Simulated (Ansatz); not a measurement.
Input and output of a self-consistent single point for CdS (F-43m, 2 atoms in the cell) (Ansatz, an electronic-structure program)

Method of the run: PBE (plane waves, PAW; Ansatz).

The input file:

Ansatz 0.2 input:
```yaml
# CdS
crystal:
  lattice:
    - [0.000000, 2.955021, 2.955021]
    - [2.955021, 0.000000, 2.955021]
    - [2.955021, 2.955021, 0.000000]
  atoms:
    - { symbol: Cd, position_ang: [0.000000, 0.000000, 0.000000] }
    - { symbol: S, position_ang: [1.477510, 1.477510, 1.477510] }
basis:
  ecutwfc: 420.0
kpoints:
  mp_grid: { grid: [7, 7, 7] }
hamiltonian:
  xc: pbe
  pseudopotentials: { kind: paw }
scf:
  occupations: { method: fixed }
output:
  forces: true
  eigenvalues: true
  stress: true
```

Output, abridged:

```
WARN ansatz: RAYON_NUM_THREADS=1 ignored (pool sized by the plan → 1); use --threads N
Pseudopotentials: kind: paw
Pseudopotential: Cd, paw, valence charge 20
Pseudopotential: S, paw, valence charge 6
Crystal: 2 atoms, lattice volume = 51.607 Å³
Basis set: ecut = 420 eV, 965 PW (Γ), exchange–correlation on 60×60×60 points (8 copies of the dense FFT grid, shifted against one another)
Bands: 17, of which v1, the nominal top of the filled ones, is band 13 counted from 1 (12 counted from 0)
Symmetry: 24 space group operations
Space group: F-43m (ITA 216), of the structure as read, at distance tolerance 3.7e-5 Å
k-points: 20 of 343 (time reversal used)
Initial density: superposition of atomic densities (neutral atoms: chi_scale 0, normalization atom), corrected by the library's trained network
Initial wavefunctions: pseudopotential atomic-orbital guess
Eigensolver: davidson
Functional: x = pbe(κ = 0.804, μ = 0.2195149727645171), c = pbe(β = 0.06672455060314922)
SCF iter   1: F=—  HF=-9157.826692 eV  |F-HF|=—  |Δ(HF+E_count)|=         —  Δρ=5.79e-4  dr2=2.65e-4  ethr=1.77e-3  ⟨swp⟩=4.8  Hψ=1457  notcnv=0  defer=37
all-band conjugate gradients solve this SCF's bands
preconditioner: auto → none
SCF iter   2: F=—  HF=-9157.827320 eV  |F-HF|=—  |Δ(HF+E_count)|=   6.28e-4  Δρ=3.21e-4  dr2=3.13e-5  ethr=1.02e-6  ⟨swp⟩=2.9  Hψ=867  notcnv=0  defer=37
SCF iter   3: F=—  HF=-9157.827335 eV  |F-HF|=—  |Δ(HF+E_count)|=   1.51e-5  Δρ=1.14e-4  dr2=3.10e-6  ethr=1.20e-7  ⟨swp⟩=2.0  Hψ=500  notcnv=0  defer=37
SCF iter   4: F=—  HF=-9157.827353 eV  |F-HF|=—  |Δ(HF+E_count)|=   1.81e-5  Δρ=3.54e-5  dr2=2.91e-7  ethr=1.19e-8  ⟨swp⟩=2.0  Hψ=520  notcnv=0  defer=37
iter 5 did not close the SCF: its close was put off for the readings that it lacked (scf_convergence_deferred on its scf_iter line)
SCF iter   5: F=-9157.827355 eV  HF=-9157.827355 eV  |F-HF|=4.75e-8  |Δ(HF+E_count)|=   2.25e-6  Δρ=5.24e-6  dr2=1.69e-8  ethr=1.12e-9  ⟨swp⟩=2.0  Hψ=520  notcnv=0  defer=37
SCF iter   6: F=-9157.827355 eV  HF=-9157.827355 eV  |F-HF|=1.58e-9  |Δ(HF+E_count)|=   5.65e-8  Δρ=2.23e-6  dr2=2.02e-9  ethr=6.49e-11  ⟨swp⟩=5.1  Hψ=1644  notcnv=0
SCF 1 converged in 6 iterations: F = -9157.827355 eV  dr2 = 2.02e-9
SCF converged after 6 iterations
Free energy (F): -9157.827355 eV
Harris-Foulkes:  -9157.827355 eV  (|F-HF|=1.58e-9)
Internal energy: -9157.827355 eV  (E = F + TS)
E sigma→0 (E₀):  -9157.827355 eV
Fermi energy:    6.366816 eV
--- Per-component energies (eV) ---
  E_band       = -518.232848
  E_kinetic    = 611.043885
  E_local      = -4070.520422  (includes V_loc(G=0)·N_el)
  E_nonlocal   = 62.187653
  E_hartree    = 1866.561431
  E_xc         = -273.498908
  E_vxc        = -308.569524  (∫ρ·V_xc dr)
  E_paw        = -4683.881249  (= ΣΔE_a)
  E_vpaw       = -545.496372  (= ΣTr[D̂ρ^β])
  E_aug_tail   = 0.000016  (compensation charges beyond the density's cutoff)
  E_ewald      = -2669.719761
  E_smearing   = -0.000000  (= −TS)
  E_closure    = -0.000000  (closes the sum)
  Σ components = -9157.827355   (vs F -9157.827355, Δ=0.00e0)
--- Forces (eV/Å), atoms counted from 1 ---
  atom   1  Cd     0.00000000    -0.00000000     0.00000000
  atom   2  S     -0.00000000     0.00000000    -0.00000000
  max |Σ_I F_I| component: 7.40e-17 eV/Å
--- Stress (GPa, compression-positive) ---
        0.459547       0.000000      -0.000000
       -0.000000       0.459547       0.000000
       -0.000000       0.000000       0.459547
  P = ⅓ Tr σ = 0.4595 GPa (4.595 kbar)
  The stress holds the Pulay correction. Without it, at fixed plane waves, as pw.x and ABINIT print it: P = 0.4243 GPa
--- Band table (eV; the first three rows and the last of 20) ---
  k-point 0: bands = ["-94.8636", "-55.9353", "-55.9353", "-55.9353", "-5.7653", "-1.2221", "-1.2221", "-1.2221", "-0.7936", "-0.7936", "6.3668", "6.3668", "6.3668", "7.4265", "12.8979", "12.8979", "12.8979"]
  k-point 1: bands = ["-94.8636", "-55.9354", "-55.9353", "-55.9353", "-5.6918", "-1.1963", "-1.1963", "-1.1530", "-0.7944", "-0.7944", "5.1717", "6.2230", "6.2230", "8.4034", "12.5831", "13.1332", "13.1332"]
  k-point 2: bands = ["-94.8636", "-55.9356", "-55.9353", "-55.9353", "-5.5259", "-1.1461", "-1.1461", "-0.9077", "-0.7856", "-0.7856", "3.5873", "5.9241", "5.9241", "9.1793", "12.7341", "13.4149", "13.4149"]
  k-point 19: bands = ["-94.8636", "-55.9357", "-55.9356", "-55.9355", "-5.2637", "-1.0296", "-0.9886", "-0.8376", "-0.7765", "-0.2482", "2.6471", "4.0609", "4.7165", "11.2386", "11.8792", "13.6746", "14.7981"]
```

The run converged in 6 iterations.

The starting cell comes from a database of computed structures (which also holds hypothetical and non-ambient phases and stackings), without a prior relaxation at this level. Its lattice was rescaled by a random factor within 2.5 % of one. Ansatz's pressure includes its estimate of the finite-basis (Pulay) stress.
